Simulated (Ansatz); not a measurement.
The starting structures come from a database of crystals and need not be the phases stable at ambient conditions.

# Evanescent states of PbIF (P4/nmm, not sure to be the ambient phase, 6 atoms a cell, 26.5 Å³ an atom) along the normal of (110)

These are r2SCAN (plane waves, PAW; Ansatz, a program for electronic structure) values and carry that method's errors.

No gap correction and no spin-orbit coupling; mid-gap values are interpolated between computed energies.

Energies count from the valence-band top; κ is the least over a 6×4 mesh across the current.

| E (eV) | κ (1/Å) | where |
|---|---|---|
| 0.06 | 0.111 | off Γ |
| 0.18 | 0.170 | Γ |
| 0.30 | 0.192 | Γ |
| 0.42 | 0.210 | Γ |
| 0.54 | 0.226 | Γ |
| 0.66 | 0.239 | Γ |
| 0.78 | 0.248 | off Γ |
| 0.90 | 0.251 | off Γ |
| 1.02 | 0.250 | off Γ |
| 1.14 | 0.248 | off Γ |
| 1.26 | 0.244 | off Γ |
| 1.38 | 0.240 | off Γ |
| 1.50 | 0.227 | off Γ |
| 1.62 | 0.209 | off Γ |
| 1.74 | 0.189 | off Γ |
| 1.86 | 0.165 | off Γ |
| 1.98 | 0.136 | off Γ |
| 2.10 | 0.096 | off Γ |

### Question
How thick must the barrier be to attenuate the transmission by 10^8 when the electrodes' Fermi level lies at 0.54 eV, and what attenuation does that film give at 1.38 eV?

### Answer
d = 8 ln 10 / (2 × 0.226) = 40.8 Å. At 1.38 eV it gives 8 × 0.240/0.226 = 8.5 decades.
